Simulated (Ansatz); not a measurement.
## Cd₂SeS (P3m1, No. 156, 4 atoms in the cell; start mp-1226934)

Computed with PBE0 in Ansatz (PAW).

Numerical settings: plane-wave cutoff 460 eV, 9×9×4 k mesh (along the axes of the cell as run), Fermi–Dirac smearing 0.01 eV, scalar-relativistic PAW data made under PBE.

Cell (relaxed with PBEsol):

Cd2SSe has the trigonal space group P3m1 (No. 156), Pearson symbol hP4. Conventional cell: a = 4.210 Å, b = 4.210 Å, c = 6.874 Å, α = 90.00°, β = 90.00°, γ = 120.00°. Cd1 on 1a sees 1 S at 2.524 Å and 3 Se at 2.609 Å (tetrahedral). Cd2 on 1b sees 3 S at 2.547 Å and 1 Se at 2.639 Å (tetrahedral). Se on 1b has 4 Cd at 2.609–2.639 Å (tetrahedral). S on 1a has 4 Cd at 2.524–2.547 Å (tetrahedral). (Neighbours: up to the widest gap in distance over summed covalent radii, below 1.35, at either atom; cation-cation and far metal-metal contacts left out.)

For Cd₂SeS (P3m1, No. 156, 4 atoms in the cell; start mp-1226934), the band gap is 2.36 eV (on the SCF k mesh).

Note: cell and atoms aren't relaxed at this level (pressure 1.7 GPa).

Spin–orbit coupling is not included.

The result took about 6 core-minutes (a rough figure).

A start named mp-… is a Materials Project structure, which need not be a measured phase.

Ansatz is a first-principles code.
